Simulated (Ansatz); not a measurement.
Cubic perovskite BaHfO3: LDA at its full settings (plane-wave cutoff 520 eV, 8×8×8 k mesh, Fermi–Dirac smearing 0.01 eV, scalar-relativistic PAW data made under PBE) and at cheaper ones, in a cell of 5 atoms with Γ-centred meshes.

```csv
level and setting,equilibrium lattice constant a (Å),bulk modulus B0 (GPa)
LDA (Ansatz),4.122,183
LDA (Γ point alone) (Ansatz),4.427,128
LDA (2×2×2 k mesh) (Ansatz),4.138,181
LDA (4×4×4 k mesh) (Ansatz),4.122,183
```

Largest shifts from the full settings: lattice constant a +7.40 % (LDA (Γ point alone)), against a difference of -1.17 % of the full result from the reference 4.171 Å (measured, room temperature, no zero-point or thermal correction, sources range from 4.171 to 4.180; as tabulated in Zhao et al. (2008), arXiv:0809.3506); bulk modulus -30 % (LDA (Γ point alone)).

Caveats: the relaxation could not lower the start's symmetry, so the cell can be a saddle point above a distorted one (LDA, LDA (Γ point alone), LDA (2×2×2 k mesh), LDA (4×4×4 k mesh)). Ansatz's density-functional and Hartree–Fock values are scalar-relativistic unless marked +SOC, with PAW data made under PBE.

Run with cheap settings on purpose, which may leave them unconverged: LDA (2×2×2 k mesh), LDA (4×4×4 k mesh), LDA (Γ point alone).

Ansatz is a quantum-chemistry and plane-wave program.
